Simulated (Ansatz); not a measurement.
**MoTe2 (model structure, started from the rutile type, P4₂/mnm, No. 136, 6 atoms in the cell): properties by level of theory**

```csv
level (code),lattice parameter a (Å),c axis length (Å)
PBE (Ansatz),6.681,3.610
PBEsol (Ansatz),6.621,3.511
PBE-D3(BJ) (Ansatz),6.588,3.593
```

Caveats: a distance lies near a switch of the dispersion term, which can move the cell (PBE-D3(BJ)). Ansatz's density-functional and Hartree–Fock values are scalar-relativistic unless marked +SOC, with PAW data made under PBE.

A model structure was made by putting elements into a prototype or built by hand; it is no filed structure, need not be a known phase, and can be a saddle point held by its symmetry.

Ansatz is a quantum-chemistry and plane-wave program.
